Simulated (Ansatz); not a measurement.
What biaxial strain −2.44 %, plane normal [001], relaxed out of plane does to MoSi2

The reference is MoSi$_{2}$ (space group I4/mmm, No. 139; a = 3.217 Å, c = 7.875 Å; relaxed with 0.1 eV smearing). Axes: x, y, z lie along a, b, c of the conventional cell.

One thing is altered: compressive biaxial strain of 2.44 % in the plane normal to [001], as in epitaxy on a mismatched substrate; the out-of-plane cell vector and the atoms relax.

Level of theory: PBE (Ansatz, an electronic-structure program, PAW, without spin-orbit coupling), earlier PAW set. Γ-centred 25×25×25 mesh, Fermi–Dirac width 0.1 eV.

The volume per atom shrinks by 0.52 Å³ (13.58 Å³ → 13.06 Å³) and the space group stays I4/mmm (No. 139). The shortest interatomic distance decreases by 0.018 Å to 2.580 Å and the energy goes up by 25 meV/atom. The pressure (mean of the normal stresses, compression positive) goes from zero to 8.4 GPa and the band gap remains zero. The out-of-plane strain comes out as +1.00 % and the ratio −ε⊥/ε∥ is 0.41. The mean in-plane stress (compression positive) comes out as +12.6 GPa.

Final structure (turned so that z lies along the plane normal):

```xyz
3
Lattice="3.1384 0.0000 0.0000 0.0000 3.1384 0.0000 1.5692 -1.5692 3.9769" Properties=species:S:1:pos:R:3 pbc="T T T"
Mo     0.0000     0.0000     0.0000
Si     3.1384     0.0000     2.6612
Si     1.5692     1.5692     1.3157
```

Cost of the whole job for the changed cell (relaxation, final SCF and bands): around 2.5 core-minutes (rough).

Whether these cells are dynamically stable was not tested. All final runs are without spin polarisation.
